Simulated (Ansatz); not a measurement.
Results of PBE0 (PAW; Ansatz, a program for electronic structure) for cubic perovskite KCdF₃.

Settings: plane-wave cutoff 460 eV, 6×6×6 k mesh, Fermi–Dirac smearing 0.01 eV, scalar-relativistic PAW data made under PBE.

Cell (relaxed at this level):

```xyz
5
Lattice="4.4118 0.0000 0.0000 0.0000 4.4118 0.0000 0.0000 0.0000 4.4118" Properties=species:S:1:pos:R:3 pbc="T T T"
K      0.0000     0.0000     0.0000
Cd     2.2059     2.2059     2.2059
F      2.2059     0.0000     2.2059
F      0.0000     2.2059     2.2059
F      2.2059     2.2059     0.0000
```

Question: Predict the bulk modulus B0, band gap, smallest direct gap on the k points sampled and pressure derivative B′ of the bulk modulus.

Answer: 
- bulk modulus B0: 60.7 GPa
- band gap: 5.85 eV (on the SCF k mesh)
- smallest direct gap on the k points sampled: 7.71 eV
- pressure derivative B′ of the bulk modulus: 4.8

Note: the relaxation could not lower the start's symmetry, so the cell can be a saddle point above a distorted one.

Spin–orbit coupling is not included.

The result took about 20 core-minutes (a rough figure).
